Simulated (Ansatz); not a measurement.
Ansatz (a quantum-chemistry and plane-wave program) run on YZnCuP2 (P3m1, 5 atoms in the cell): self-consistent single point.

Method of the run: LDA (PW92), default PAW files made with PBE (plane waves; Ansatz).

```xyz
5
Lattice="3.9753 0.0000 0.0000 -1.9876 3.4427 0.0000 0.0000 0.0000 6.5642" Properties=species:S:1:pos:R:3 pbc="T T T"
Y      0.0000     2.2951     6.5127
Zn     0.0000     0.0000     2.4715
Cu     1.9876     1.1476     4.1979
P      1.9876     1.1476     1.6850
P      0.0000     0.0000     4.8755
```

Reference input (self-consistent single point, DFT, LDA (PW92), plane waves, default PAW files made with PBE): basis.ecutwfc = 30.9 Ry; kpoints.mp_grid.grid = 7 7 4; hamiltonian.xc = lda; hamiltonian.pseudopotentials = {kind: paw} (the program's default PAW files); scf.occupations.method = gaussian; scf.occupations.width = 0.0073 Ry. This run's input differs from it in these lines:

Ansatz 0.2 input:
```diff
@@ -16,3 +16,3 @@
   mp_grid:
-    grid: [7, 7, 4]
+    grid: [12, 12, 7]
 hamiltonian:
@@ -24,3 +24,3 @@
     method: gaussian
-    width: 0.0073 Ry
+    width: 0.0007 Ry
 output:
```

Log, with long lists cut:

```
SCF iter   1: F=—  HF=-15003.469794 eV  |F-HF|=—  |Δ(HF+E_count)|=         —  Δρ=8.57e-3  dr2=3.56e-2  ethr=1.77e-3  ⟨swp⟩=7.0  Hψ=16526  notcnv=0
all-band conjugate gradients solve this SCF's bands
preconditioner: auto → Kerker (q_TF=auto, 2.491 Å⁻¹)
SCF iter   2: F=—  HF=-15003.462553 eV  |F-HF|=—  |Δ(HF+E_count)|=   7.24e-3  Δρ=3.20e-3  dr2=1.08e-2  ethr=6.84e-5  ⟨swp⟩=3.4  Hψ=7423  notcnv=0  defer=184
   [... lines left out ...]
SCF iter   5: F=—  HF=-15003.459574 eV  |F-HF|=—  |Δ(HF+E_count)|=   5.92e-6  Δρ=2.60e-4  dr2=4.15e-5  ethr=1.34e-7  ⟨swp⟩=2.0  Hψ=5465  notcnv=0  defer=184
SCF iter   6: F=—  HF=-15003.459552 eV  |F-HF|=—  |Δ(HF+E_count)|=   2.22e-5  Δρ=2.84e-5  dr2=1.85e-6  ethr=7.97e-8  ⟨swp⟩=2.0  Hψ=5193  notcnv=0  defer=184
SCF iter   7: F=—  HF=-15003.459552 eV  |F-HF|=—  |Δ(HF+E_count)|=   1.60e-7  Δρ=1.46e-5  dr2=1.91e-7  ethr=3.55e-9  ⟨swp⟩=2.0  Hψ=4706  notcnv=0  defer=184
SCF iter   8: F=-15003.459552 eV  HF=-15003.459552 eV  |F-HF|=7.69e-9  |Δ(HF+E_count)|=   1.82e-8  Δρ=4.01e-6  dr2=1.75e-8  ethr=1.92e-10  ⟨swp⟩=9.5  Hψ=15298  notcnv=0
SCF 1 converged in 8 iterations: F = -15003.459552 eV  dr2 = 1.75e-8
Free energy (F): -15003.459552 eV
Internal energy: -15003.459518 eV  (E = F + TS)
E sigma→0 (E₀):  -15003.459535 eV
Entropy (-TS):   -0.000034 eV (-0.007 meV/atom)
Fermi energy:    10.789771 eV
--- Forces (eV/Å), atoms counted from 1 ---
  atom   1  Y      0.00000000     0.00000000    -0.48695214
  atom   2  Zn     0.00000000    -0.00000000     0.11318853
  atom   3  Cu    -0.00000000     0.00000000     0.16731452
  atom   4  P      0.00000000    -0.00000000     0.15755664
  atom   5  P     -0.00000000    -0.00000000     0.04886662
--- Stress (GPa, compression-positive) ---
       -7.122189      -0.000000      -0.000000
       -0.000000      -7.122189       0.000000
       -0.000000       0.000000      -7.438589
  P = ⅓ Tr σ = -7.2277 GPa (-72.277 kbar)
  The stress holds the Pulay correction. Without it, at fixed plane waves, as pw.x and ABINIT print it: P = -7.2778 GPa
```

The run converged in 8 iterations. Against the reference run the free energy goes down by 1.4 meV/atom, the pressure hardly changes (-7.26 to -7.23 GPa) and the largest force goes from 0.465 to 0.487 eV/Å.

The starting cell comes from a database of computed structures (which also holds hypothetical and non-ambient phases and stackings), without a prior relaxation at this level. Its lattice was rescaled by up to half a per cent. One atom was moved a little off its site on purpose. Spin polarisation is off. With a pressure of about -7 GPa the cell is away from its equilibrium volume at this level. Ansatz's pressure includes its estimate of the finite-basis (Pulay) stress.

Cost on one core of a shared machine: roughly 30 s.
